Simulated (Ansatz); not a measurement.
Consider BN (space group P4_2/mnm, No. 136; a = 4.399 Å, c = 2.538 Å; a model cell, its experimental status unchecked).

Now apply this change: an isotropic linear strain of −2.11 %, atoms relaxed at fixed cell.

Levels (all Ansatz, a first-principles code, PAW): PBEsol (420 eV, spin-orbit coupling left out); r2SCAN (500 eV, without spin-orbit coupling); HSE06 (420 eV, spin-orbit coupling left out).

At the geometry relaxed with PBEsol, these levels gave the following band gaps, in shuffled order: (a) 4.48 eV, (b) 6.03 eV, (c) 5.24 eV.

Q: Match each gap to its level.

A: (a) PBEsol; (b) HSE06; (c) r2SCAN.

Single points use the geometry relaxed with PBEsol. HSE06 was sampled on its mesh, a few special points and the semilocal edge points, so its gap is an upper bound. Whether these cells are dynamically stable was not tested.
